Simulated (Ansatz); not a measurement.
**How far to go with the plane-wave cutoff: Cs3Bi (I4mm, 4 atoms in the cell)**

```
Cs3Bi
1.0
    0.00000     4.67311     4.67311
    4.67311     0.00000     4.67311
    4.67311     4.67311     0.00000
Cs Bi
3 1
Cartesian
  2.33656   2.33656   2.33656
  7.00967   7.00967   7.00967
  4.67311   4.67311   4.72311
  0.00000   0.00000   0.00000
```

Level of theory: PBEsol, default PAW files made with PBE (plane waves; Ansatz, an electronic-structure program).

Base settings: basis.ecutwfc = 420 eV; kpoints.mp_grid.grid = 5 5 5; hamiltonian.xc = pbesol; hamiltonian.pseudopotentials = {kind: paw} (the program's default PAW files); scf.occupations.method = gaussian; scf.occupations.width = 0.272 eV.

The second cell is the first with its lattice scaled by 0.98.

The mesh stays at the base's, so the ladder's end is converged at best in this setting alone.

The first pressure column holds Ansatz's estimate of the finite-basis (Pulay) stress, which hides part of the cutoff error; the other is without it.

Only quantities that move along the ladder and can be compared are tabulated.

The count of work is k-points × plane waves × bands × iterations; it is no time. 

The starting cell comes from a database of computed structures (which also holds hypothetical and non-ambient phases and stackings), without a prior relaxation at this level. Its lattice was rescaled by up to half a per cent. One atom was moved a little off its site on purpose.

```csv
basis.ecutwfc,free energy less the last step's (meV/atom),energy of the compressed cell less the first (meV/atom),pressure (GPa),pressure without the Pulay estimate (GPa),largest difference of a force vector from the last step's (eV/Å),count of work / last
145 eV,21192.04,207.07,-1.12,-249.29,0.023,0.068
170 eV,7980.10,98.93,-0.20,-113.14,0.013,0.076
190 eV,3608.06,-2.21,-0.50,-57.73,0.006,0.098
210 eV,1620.53,-2.58,-0.36,-29.16,0.008,0.095
230 eV,706.67,6.27,-0.47,-14.50,0.002,0.11
250 eV,305.52,-1.91,-0.42,-7.29,0.003,0.12
295 eV,38.23,-2.70,-0.45,-1.62,0.000,0.16
335 eV,4.60,-3.70,-0.46,-0.64,0.000,0.18
380 eV,0.72,-3.78,-0.47,-0.47,0.000,0.23
420 eV,0.50,-3.78,-0.47,-0.47,0.000,0.27
460 eV,0.29,-3.78,-0.47,-0.47,0.000,0.31
505 eV,0.14,-3.79,-0.47,-0.47,0.000,0.35
565 eV,0.09,-3.79,-0.47,-0.47,0.000,0.42
630 eV,0.07,-3.79,-0.47,-0.47,0.000,0.50
735 eV,0.05,-3.79,-0.47,-0.47,0.000,0.62
840 eV,0.03,-3.79,-0.47,-0.47,0.000,0.75
1010 eV,0.00,-3.79,-0.47,-0.47,0.000,1.0
```

Coarsest basis.ecutwfc that holds the energy of the compressed cell less the first within 0.5 meV/atom of the last step, with all finer ones: 335 eV, at 0.18 of the last step's count of work; the step before is off by 1.1 meV/atom.

Coarsest basis.ecutwfc that holds the forces within 0.005 eV/Å of the last step, with all finer ones: 230 eV, at 0.11 of the last step's count of work; the step before is off by 0.008 eV/Å.

Coarsest basis.ecutwfc that holds the pressure without the Pulay estimate within 0.1 GPa of the last step, with all finer ones: 380 eV, at 0.23 of the last step's count of work; the step before is off by 0.18 GPa.

The energy difference between the two cells stays within 1 meV/atom of the last step's from 335 eV on, the total only from 380 eV on: much of the error is common to both cells and cancels.

At the lowest cutoff the pressure without the Pulay estimate lies 249 GPa under the last step's, the usual sign of Pulay stress in an incomplete plane-wave basis.

Keys are those of Ansatz 0.2.
